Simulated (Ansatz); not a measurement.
One base run on ZnS (P6_3mc, 20 atoms in the cell) and variants with one or two settings moved

```
ZnS
1.0
    3.86100     0.00000     0.00000
   -1.93050     3.34373     0.00000
    0.00000     0.00000    31.58151
Zn S
10 10
Direct
  0.66667   0.33333   0.20000
  0.33333   0.66667   0.70000
  0.00000   0.00000   0.80000
  0.00000   0.00000   0.30000
  0.66667   0.33333   0.90000
  0.33333   0.66667   0.40000
  0.33333   0.66667   0.10010
  0.66667   0.33333   0.60010
  0.00000   0.00000   0.00010
  0.00000   0.00000   0.50010
  0.66667   0.33333   0.27490
  0.33333   0.66667   0.77490
  0.00000   0.00000   0.07500
  0.00000   0.00000   0.57500
  0.66667   0.33333   0.67500
  0.33333   0.66667   0.17500
  0.00000   0.00000   0.87490
  0.00000   0.00000   0.37490
  0.33333   0.66667   0.47510
  0.66667   0.33333   0.97510
```

Base run A: PBE, PAW files (Ansatz, a program for electronic structure), self-consistent single point.

Its settings: basis.ecutwfc = 30.9 Ry; kpoints.mp_grid.grid = 10 10 1; hamiltonian.xc = pbe; hamiltonian.pseudopotentials = {kind: paw} (the program's default PAW files); scf.occupations.method = fixed.

The starting cell comes from a database of computed structures (which also holds hypothetical and non-ambient phases and stackings), without a prior relaxation at this level. Its lattice was rescaled by a random factor within 2.5 % of one. Ansatz's pressure includes its estimate of the finite-basis (Pulay) stress.

ΔF is the free energy per atom less that of run A. A dash stands where there is no value to compare (another energy zero or no entropy term, no result, no spin, no clean gap, or a mesh too coarse for one). Total energies depend on the potentials, the functional and any Hubbard or dispersion term, so they are compared only between runs that share all of them.

Runs:
- B: crystal.symmetry.detect: default → false
- C: kpoints.mp_grid.grid: 10 10 1 → 8 8 1
- D: hamiltonian.dispersion: default → d3bjatm [PBE-D3BJ-ATM]
- E: kpoints.mp_grid.grid: 10 10 1 → 4 4 1
- F: scf.convergence.dr2_threshold: default (1e-07 eV) → 1e-05 eV
- G: scf.mixing.preconditioner: default (the program chose Resta) → local_kerker
- H: scf.algorithm: default → direct_min
- I: scf.mixing.algorithm: default (the program chose MSR1) → anderson; scf.mixing.beta: default → 0.5
- J: scf.mixing.algorithm: default (the program chose MSR1) → anderson; scf.mixing.ndim: default → 20

```tsv
run	ΔF (meV/atom)	pressure (GPa)	largest force (eV/Å)	gap on the mesh (eV)	k-points
A	0.00	-0.73	0.016	1.975	14
B	0.00	-0.73	0.016	1.975	52
C	0.06	-0.73	0.016	1.975	10
D	–	-3.03	0.015	1.975	14
E	11.0	-0.59	0.027	1.969	4
F	0.00	-0.73	0.016	1.975	14
G	0.00	-0.73	0.016	1.975	14
H	0.00	-0.73	0.016	1.975	14
I	0.00	-0.73	0.016	1.975	14
J	0.00	-0.73	0.016	1.975	14
```

Run E against A: The free energy rises by 11.0 meV/atom, the pressure goes from -0.73 to -0.59 GPa, the largest force goes from 0.016 to 0.027 eV/Å and the gap on the mesh hardly changes (1.975 to 1.969 eV).

Run D against A: The pressure goes from -0.73 to -3.03 GPa, the largest force moves little (0.016 to 0.015 eV/Å) and the gap on the mesh stays at 1.975 eV.

Keys are those of Ansatz 0.2.
